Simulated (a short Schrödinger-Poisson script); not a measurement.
Symmetric double-gate stack, SiO2 on p-type Si(100)

Stack: symmetric double-gate stack, SiO2 on p-type Si(100), at 77 K.

```tsv
layer	material	thickness (nm)	Na (cm⁻³)
1	SiO2	2.5	-
2	Si	10	9e17
3	SiO2	2.5	-
```

The device is made up for the run: typed textbook-type constants, with dimensions and the other settings drawn at random. SiO2: permittivity 3.9, conduction-band edge (eV) 3.15, gap (eV) 9, electron mass (mₑ) 0.5. Si: permittivity 11.7, conduction-band edge (eV) 0, gap (eV) 1.124, Nv at 300 K (cm⁻³) 3.1e19.

Channel valleys (confinement mass, in-plane density-of-states mass, number): Δ2 0.916, 0.19, 2; Δ4 0.19, 0.417, 4. At the gates, both at one voltage, the conduction-band edge of layer 1 lies 3.63 eV − eVg above the Fermi level of the channel. Gaps are held at their typed values at every temperature. Mesh 0.03 nm at interfaces.

Solved with a short Schrödinger-Poisson script written for these runs: 1D Poisson equation in equilibrium, electrons quantum, Hartree (BenDaniel-Duke, 12 states a valley, the channel's in-plane mass for all, wave functions ending at the dielectric), parabolic valleys, classical holes, full ionisation, no traps, pinning or gate leakage.

```
Vg (V)  electrons (cm⁻²)  C (μF/cm²)  Δ2 E0 (meV)  Δ2 E1 (meV)  Δ4 E0 (meV)  Δ4 E1 (meV)
------  ----------------  ----------  -----------  -----------  -----------  -----------
0.5               7.66e8      0.0197         51.2         60.9         67.1        123.9
0.6              7.05e11        1.87          5.4         12.7         22.0         76.1
0.7              1.96e12        2.09         -2.5          2.1         15.9         66.8
0.8              3.29e12        2.18         -7.6         -4.5         13.2         61.7
0.9              4.67e12        2.23        -11.9         -9.8         11.4         58.2
1                6.08e12        2.27        -16.0        -14.5         10.0         55.3
1.1              7.50e12        2.29        -19.9        -18.9          8.8         52.8
1.2              8.94e12        2.31        -23.8        -23.1          7.7         50.5
1.3              1.04e13        2.32        -27.7        -27.1          6.7         48.4
1.4              1.18e13        2.34        -31.5        -31.2          5.8         46.4
1.5              1.33e13        2.35        -35.4        -35.1          4.9         44.4
1.6              1.48e13        2.36        -39.2        -39.0          4.0         42.6
1.7              1.62e13        2.36        -43.1        -42.9          3.1         40.8
1.8              1.77e13        2.37        -46.9        -46.8          2.3         39.1
1.9              1.92e13        2.38        -50.7        -50.6          1.6         37.4
```

Gate voltages with under 1e6 electrons/cm² are left out.

Subbands count from the Fermi level. The capacitance is that of both gates.
